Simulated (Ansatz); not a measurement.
The parent structure is CdCu₂GeSe₄ (space group I-42m, No. 121; a = 5.730 Å, c = 11.024 Å). Axes: x, y, z lie along a, b, c of the conventional cell.

Level of theory: Ansatz (a quantum-chemistry and plane-wave program) PBEsol, no spin-orbit coupling.

Base values:

The shortest interatomic distance is 238.2 pm. The band gap comes out as zero. The pressure comes out as 0.0 GPa.

One thing is altered: a pure shear with ε_xz = ε_zx = 0.0200, atoms relaxed at fixed cell.

**Question.** Estimate the effect on the energy relative to the base, largest internal atomic displacement, shortest interatomic distance, band gap and pressure.

**Answer.** The energy grows by 3.8 meV/atom; the largest internal atomic displacement comes out as 0.047 Å; the shortest interatomic distance falls by 0.36 pm to 237.9 pm; the band gap is still zero; the pressure (mean of the normal stresses, compression positive) stays 0.0 GPa.

The cells carry an imposed strain or load. No phonon test of stability was made. All final runs are without spin polarisation. Gaps under 0.05 eV, about the width of the smearing, are given as zero. The zero or small gap of CdCu2GeSe4 can change with the level of theory.
